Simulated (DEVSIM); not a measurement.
Device: abrupt Si n-p junction, at 300 K.

Layer 1 from the left is Si, thickness (μm) 0.250, Nd (cm⁻³) 4.6e17, τn (s) 5.1e-6, τp (s) 5.1e-6. Layer 2 from the left is Si, thickness (μm) 2.20, Na (cm⁻³) 3.9e15, τn (s) 5.1e-6, τp (s) 5.1e-6.

Left contact: ohmic. Right contact: ohmic. Voltage is applied to the left contact. Recombination: SRH at mid-gap, radiative. Mobility is μmin + (μ − μmin)/(1 + (N/Nref)^α).

The device is made up for the run: typed textbook-type constants, with dimensions and the other settings drawn at random. Values at 300 K.

Si: gap (eV) 1.124, affinity (eV) 4.05, permittivity 11.7, Nc (cm⁻³) 2.86e19, Nv (cm⁻³) 3.1e19, μn (cm²/Vs) 1417, μp (cm²/Vs) 470, μn,min 52, μp,min 45, Nref,n 9.7e16, Nref,p 2.2e17, αn 0.68, αp 0.72, B (cm³/s) 4.7e-15.

DEVSIM, 1D drift-diffusion, Boltzmann statistics, complete ionisation; no tunnelling, impact ionisation, image-force lowering or self-heating.

Dark forward current:

| |V| (V) | |J| (A/cm²) |
|---|---|
| 0.05 | 6.834e-9 |
| 0.10 | 4.765e-8 |
| 0.15 | 3.124e-7 |
| 0.20 | 2.084e-6 |
| 0.25 | 1.409e-5 |
| 0.30 | 9.580e-5 |
| 0.35 | 0.0006529 |
| 0.40 | 0.004450 |
| 0.45 | 0.03031 |
| 0.50 | 0.2059 |
| 0.55 | 1.387 |
| 0.60 | 9.005 |
| 0.65 | 51.05 |
| 0.70 | 221.6 |
| 0.75 | 727.6 |
| 0.80 | 1869 |
| 0.85 | 3853 |

Work out the local ideality factor n = ΔV / (kT/q · ln(J2/J1)) between the rows 0.15 and 0.20 V, 0.35 and 0.40 V, 0.80 and 0.85 V.

kT/q = 25.85 mV. From 0.15 to 0.20 V: ln(2.084e-6/3.124e-7) = 1.898, n = 1.02, near the 1 of diffusion or emission over a barrier. From 0.35 to 0.40 V: ln(0.004450/0.0006529) = 1.919, n = 1.01, near the 1 of diffusion or emission over a barrier. From 0.80 to 0.85 V: ln(3853/1869) = 0.723, n = 2.67.

Estimate the current at 0.35 V from the Shockley equation with J0 = Σ q ni² D/(N L) coth(W/L), τ joining the SRH, radiative and Auger lifetimes that are on, and W taken as the whole layer.

ni² = 1.16e20 cm⁻⁶; holes in the n layer: μ = 202 cm²/Vs, D = 5.23 cm²/s, τ = 5.04e-6 s, L = 51.4 μm, W/L = 0.0049, term 8.44e-12 A/cm²; electrons in the p layer: μ = 1280 cm²/Vs, D = 33.1 cm²/s, τ = 5.10e-6 s, L = 130 μm, W/L = 0.017, term 7.15e-10 A/cm². J0 = 7.24e-10 A/cm², and J = J0 exp(qV/kT) = 0.000549 A/cm². The simulation gives 0.000653 A/cm²; the estimate lies 16 % below. The estimate leaves out recombination in the depletion region and that region's share of W.
